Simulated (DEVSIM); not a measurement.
Structure: abrupt Si p-n junction, at 350 K.

Layer 1 from the left is Si, thickness (μm) 0.710, Na (cm⁻³) 9.8e16, τn (s) 1.2e-6, τp (s) 1.2e-6. Layer 2 from the left is Si, thickness (μm) 6.10, Nd (cm⁻³) 1.3e15, τn (s) 1.2e-6, τp (s) 1.2e-6.

Left contact: ohmic. Right contact: ohmic. Voltage is applied to the left contact. Recombination: SRH at mid-gap, radiative. Mobility is μmin + (μ − μmin)/(1 + (N/Nref)^α).

The device is made up for the run: typed textbook-type constants, with dimensions and the other settings drawn at random. Values at 300 K; Nc and Nv go as T^1.5, mobilities as T to minus their exponent, the gap by Varshni's rule with the affinity fixed.

Si: gap (eV) 1.124, affinity (eV) 4.05, permittivity 11.7, Nc (cm⁻³) 2.86e19, Nv (cm⁻³) 3.1e19, μn (cm²/Vs) 1417, μp (cm²/Vs) 470, μn,min 52, μp,min 45, Nref,n 9.7e16, Nref,p 2.2e17, αn 0.68, αp 0.72, T exponent of μn 2.3, T exponent of μp 2.2, B (cm³/s) 4.7e-15, Varshni α (eV/K) 0.000473, Varshni β (K) 636.

DEVSIM, 1D drift-diffusion, Boltzmann statistics, complete ionisation; no tunnelling, impact ionisation, image-force lowering or self-heating.

Dark forward current:

| |V| (V) | |J| (A/cm²) |
|---|---|
| 0.05 | 2.019e-6 |
| 0.10 | 1.134e-5 |
| 0.15 | 5.732e-5 |
| 0.20 | 0.0002906 |
| 0.25 | 0.001489 |
| 0.30 | 0.007681 |
| 0.35 | 0.03960 |
| 0.40 | 0.2012 |
| 0.45 | 0.9647 |
| 0.50 | 4.016 |
| 0.55 | 13.84 |
| 0.60 | 39.68 |
| 0.65 | 94.88 |
| 0.70 | 191.1 |
| 0.75 | 333.9 |
| 0.80 | 522.3 |
| 0.85 | 751.6 |
| 0.90 | 1014 |
| 0.95 | 1301 |
| 1.00 | 1602 |
| 1.05 | 1908 |
| 1.10 | 2213 |

Problem. Work out the local ideality factor n = ΔV / (kT/q · ln(J2/J1)) between the rows 0.15 and 0.20 V, 0.25 and 0.30 V, 1.05 and 1.10 V.

Solution. kT/q = 30.16 mV. From 0.15 to 0.20 V: ln(0.0002906/5.732e-5) = 1.623, n = 1.02, near the 1 of diffusion or emission over a barrier. From 0.25 to 0.30 V: ln(0.007681/0.001489) = 1.641, n = 1.01, near the 1 of diffusion or emission over a barrier. From 1.05 to 1.10 V: ln(2213/1908) = 0.148, n = 11.18.

Problem. Estimate the current at 0.30 V from the Shockley equation with J0 = Σ q ni² D/(N L) coth(W/L), τ joining the SRH, radiative and Auger lifetimes that are on, and W taken as the whole layer.

Solution. ni² = 1.43e23 cm⁻⁶; electrons in the p layer: μ = 514 cm²/Vs, D = 15.5 cm²/s, τ = 1.20e-6 s, L = 43.1 μm, W/L = 0.016, term 5.09e-8 A/cm²; holes in the n layer: μ = 327 cm²/Vs, D = 9.88 cm²/s, τ = 1.20e-6 s, L = 34.4 μm, W/L = 0.18, term 2.88e-7 A/cm². J0 = 3.39e-7 A/cm², and J = J0 exp(qV/kT) = 0.00708 A/cm². The simulation gives 0.00768 A/cm²; the estimate lies 7.9 % below. The estimate leaves out recombination in the depletion region and that region's share of W.
